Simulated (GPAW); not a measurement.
A self-consistent single point of MgTiF₆ (R-3, 8 atoms in the cell) with GPAW

Method of the run: PBEsol, GPAW PAW datasets PBEsol (made by gpaw-setup) (plane waves; GPAW).

Input as run:

```python
from ase import Atoms
from ase.units import GPa
from gpaw import GPAW

atoms = Atoms(['Mg', 'Ti', 'F', 'F', 'F', 'F', 'F', 'F'],
              cell=[[2.608280, 1.505891, 4.444507],
                    [-2.608280, 1.505891, 4.444507],
                    [0.000000, -3.011782, 4.444507]],
              positions=[[0.000000, 0.000000, 6.666760],
                         [0.000000, 0.000000, 0.000000],
                         [-0.445591, 1.550431, 7.806008],
                         [0.445591, -1.550431, 5.527513],
                         [-1.119917, -1.161108, 7.806008],
                         [1.119917, 1.161108, 5.527513],
                         [1.565508, -0.389323, 7.806008],
                         [-1.565508, 0.389323, 5.527513]],
              pbc=True)

calc = GPAW(mode={'name': 'pw', 'ecut': 900},
            xc='PBEsol',
            kpts={'size': (4, 4, 4), 'gamma': True},
            occupations={'name': 'fermi-dirac', 'width': 0.01},
            nbands=-8,
            convergence={'bands': -6},
            symmetry={'symmorphic': False, 'tolerance': 0.0005},
            maxiter=120)

atoms.calc = calc

energy = atoms.get_potential_energy()
print('Energy (eV):', round(energy, 6))
forces = atoms.get_forces()
print('Forces (eV/Ang):')
print(forces.round(5))
stress = atoms.get_stress()
print('Stress (GPa, Voigt):', (stress / GPa).round(4))
```

Output, abridged:

```
Input parameters:
  convergence: {bands: -6}
  kpts: {gamma: True,
         size: (4, 4, 4)}
  maxiter: 120
  mode: {ecut: 900,
         name: pw}
  nbands: -8
  occupations: {name: fermi-dirac,
                width: 0.01}
  symmetry: {symmorphic: False,
             tolerance: 0.0005}
  xc: PBEsol

species:
  Mg:
    name: Magnesium
    Z: 12.0
    valence: 10
    core: 2
    charge: 0.0
    file: Mg.PBEsol.gz

    # Using partial waves for Mg as LCAO basis

  Ti:
    name: Titanium
    Z: 22.0
    valence: 12
    core: 10
    charge: 0.0
    file: Ti.PBEsol.gz

    # Using partial waves for Ti as LCAO basis

  F:
    name: Fluorine
    Z: 9.0
    valence: 7
    core: 2
    charge: 0.0
    file: F.PBEsol.gz

    # Using partial waves for F as LCAO basis

Reference energy: -44871.511849  # eV

Spin-paired calculation

Convergence criteria:
 Maximum [total energy] change in last 3 cyles: 0.0005 eV / valence electron
 Maximum integral of absolute [dens]ity change: 0.0001 electrons / valence electron
 Maximum integral of absolute [eigenst]ate change: 4e-08 eV^2 / valence electron
 Maximum number of scf [iter]ations: 120

Symmetries present (total): 6
Symmetries with fractional translations: 0
64 k-points: 4 x 4 x 4 Monkhorst-Pack grid + [1/8,1/8,1/8]
14 k-points in the irreducible part of the Brillouin zone
       k-points in crystal coordinates                weights
   0:     0.00000000    0.00000000    0.00000000          1/64
   1:     0.25000000    0.00000000   -0.25000000          6/64
   2:     0.25000000    0.00000000    0.00000000          6/64
   [... 7 lines left out ...]
          ...
  13:     0.50000000    0.50000000    0.50000000          1/64

Wave functions: Plane wave expansion
  Cutoff energy: 900.000 eV
  Number of coefficients (min, max): 6406, 6438
  Pulay-stress correction: 0.000000 eV/Ang^3 (de/decut=0.000000)

Occupation numbers: Fermi-Dirac:
  width: 0.0100  # eV

Eigensolver

Densities:
  Coarse grid: 40*40*40 grid
  Fine grid: 80*80*80 grid
  Total Charge: 0.000000

Density mixing:
  Method: separate
  Backend: pulay
  Linear mixing parameter: 0.05
  old densities: 5
  Damping of long wavelength oscillations: 50

Hamiltonian:
  XC and Coulomb potentials evaluated on a 80*80*80 grid
  External potential:
    NoExternalPotential

XC parameters: PBEsol with 2 nearest neighbor stencil

Number of atoms: 8
Number of atomic orbitals: 45
Number of bands in calculation: 40
Number of valence electrons: 64
Bands to converge: 34

Density initialized from atomic densities
  40 bands from LCAO basis set

Atomic positions and initial magnetic moments

Positions:
   0 Mg     0.000000    0.000000    6.666760    ( 0.0000,  0.0000,  0.0000)
   1 Ti     0.000000    0.000000    0.000000    ( 0.0000,  0.0000,  0.0000)
   2 F     -0.445591    1.550431    7.806008    ( 0.0000,  0.0000,  0.0000)
   3 F      0.445591   -1.550431    5.527513    ( 0.0000,  0.0000,  0.0000)
   4 F     -1.119917   -1.161108    7.806008    ( 0.0000,  0.0000,  0.0000)
   5 F      1.119917    1.161108    5.527513    ( 0.0000,  0.0000,  0.0000)
   6 F      1.565508   -0.389323    7.806008    ( 0.0000,  0.0000,  0.0000)
   7 F     -1.565508    0.389323    5.527513    ( 0.0000,  0.0000,  0.0000)

Unit cell:
           periodic     x           y           z      points  spacing
  1. axis:    yes    2.608280    1.505891    4.444507    40     0.1070
  2. axis:    yes   -2.608280    1.505891    4.444507    40     0.1070
  3. axis:    yes    0.000000   -3.011782    4.444507    40     0.1070

  Lengths:   5.368843   5.368843   5.368843
  Angles:   58.132141  58.132141  58.132145

Effective grid spacing dv^(1/3) = 0.1178

     iter     time        total  log10-change:
                         energy   eigst   dens
iter:   1 --:--:--   -53.200271   +0.05
iter:   2 --:--:--   -51.836620   -0.82  -1.15
iter:   3 --:--:--   -48.623600   -0.10  -1.20
iter:   4 --:--:--   -48.616697   -1.47  -1.52
iter:   5 --:--:--   -48.821919   -1.33  -1.55
iter:   6 --:--:--   -48.667257   -1.11  -1.82
iter:   7 --:--:--   -48.647322   -1.40  -2.07
iter:   8 --:--:--   -48.599099   -2.27  -2.14
iter:   9 --:--:--   -48.594949   -2.85  -2.79
iter:  10 --:--:--   -48.600572c  -2.65  -2.89
iter:  11 --:--:--   -48.594344c  -2.95  -2.65
iter:  12 --:--:--   -48.594416c  -4.23  -3.47
iter:  13 --:--:--   -48.594412c  -5.54  -3.61
iter:  14 --:--:--   -48.594398c  -5.32  -3.64
iter:  15 --:--:--   -48.594397c  -6.41  -3.69
iter:  16 --:--:--   -48.594418c  -5.64  -3.74
iter:  17 --:--:--   -48.594423c  -5.61  -3.79
iter:  18 --:--:--   -48.594421c  -6.25  -3.78
iter:  19 --:--:--   -48.594417c  -6.33  -3.82
iter:  20 --:--:--   -48.594393c  -5.57  -3.83
iter:  21 --:--:--   -48.594392c  -6.64  -3.96
iter:  22 --:--:--   -48.594395c  -6.76  -4.01c
iter:  23 --:--:--   -48.594394c  -7.27  -4.12c
iter:  24 --:--:--   -48.594394c  -6.93  -4.14c
iter:  25 --:--:--   -48.594398c  -6.83  -4.20c
iter:  26 --:--:--   -48.594394c  -6.17  -4.28c
iter:  27 --:--:--   -48.594395c  -7.61c -4.47c

Converged after 27 iterations.

Dipole moment: (-0.000000, -0.000000, -0.000001) |e|*Ang

Energy contributions relative to reference atoms: (reference = -44871.511849)

Kinetic:        +51.827747
Potential:      -57.206565
External:        +0.000000
XC:             -43.526666
Entropy (-ST):   -0.000000
Local:           +0.311089
SIC:             +0.000000
--------------------------
Free energy:    -48.594395
Extrapolated:   -48.594395

Showing only first 2 kpts
 Kpt  Band  Eigenvalues  Occupancy
  0    30     -1.69202    2.00000
  0    31     -1.69201    2.00000
  0    32      3.16811    0.00000
  0    33      3.16812    0.00000

  1    30     -1.91626    2.00000
  1    31     -1.82479    2.00000
  1    32      3.19386    0.00000
  1    33      3.23353    0.00000

Fermi level: 0.62353

Gap: 4.851 eV
Transition (v -> c):
  (s=0, k=0, n=31, [0.00, 0.00, 0.00]) -> (s=0, k=11, n=32, [0.50, 0.50, 0.00])
Direct/indirect transitions are different
Direct gap: 4.860 eV
Transition at: (s=0, k=0, n=31, [0.00, 0.00, 0.00])
Energy (eV): -48.594395

Forces in eV/Ang:
  0 Mg    0.00000    0.00000   -0.00000
  1 Ti    0.00000   -0.00000   -0.00000
  2 F    -0.00526    0.08258    0.07799
  3 F     0.00526   -0.08258   -0.07799
  4 F    -0.06889   -0.04585    0.07799
  5 F     0.06889    0.04585   -0.07799
  6 F     0.07415   -0.03674    0.07799
  7 F    -0.07415    0.03674   -0.07799

Stress tensor:
     0.003987    -0.000000     0.000000
     0.000000     0.003987     0.000000
     0.000000     0.000000     0.004054
Stress (GPa, Voigt): [ 0.6388  0.6388  0.6495  0.      0.     -0.    ]
```

The run converged in 27 iterations. GPAW prints stress with tension positive.

At such cutoffs GPAW's stress carries a finite-basis (Pulay) error, which enters relaxed cells too; its log prints stress with tension positive.

The starting cell comes from a database of computed structures (which also holds hypothetical and non-ambient phases and stackings), without a prior relaxation at this level.

Cost on one core of a shared machine: roughly 2 min.
